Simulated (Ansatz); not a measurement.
ZnS (F-43m), PBEsol with spin-orbit coupling, rigid bands (Ansatz, an electronic-structure program): Condition of this run: hydrostatic pressure 2 GPa (the target of the relaxation). band gap 2.17 eV, N_c = 1.94e18 cm⁻³ and N_v = 4.65e19 cm⁻³ at 300 K, conductivity masses of 0.184 mₑ (electrons) and 0.817 mₑ (holes). Take k_BT = 0.02585 eV.

Task: What thermal injection velocity √(2k_BT/πm) limits a ballistic channel?

Result: 1.25e7 cm/s for electrons and 5.95e6 cm/s for holes, a ratio of √(m_h/m_e) = 2.11, for dilute carriers.

Task: Find the intrinsic carrier density and the intrinsic Fermi level.

Result: n_i = √(N_c N_v) exp(−E_g/2k_BT) = 9.50e18 × exp(−41.97) = 5.6e0 cm⁻³. The level lies (k_BT/2) ln(N_v/N_c) = 41 meV from mid-gap (positive towards the conduction band). Each 0.1 eV added to the gap lowers n_i by a factor of 6.9.

Task: A film of it is 5 nm thick. Estimate the confinement energies in an infinite well.

Result: ħ²π²/(2m t²) = 0.376 eV·nm²/(m/mₑ × t²) gives 81.7 meV for electrons and 18.4 meV for holes, so the gap would widen to about 2.27 eV. Finite barriers and nonparabolic bands lower this, and with several valleys or bands the heaviest mass along the normal sets the lowest level, not this average.

Rigid, parabolic bands with the computed gap; masses take one relaxation time for all states.
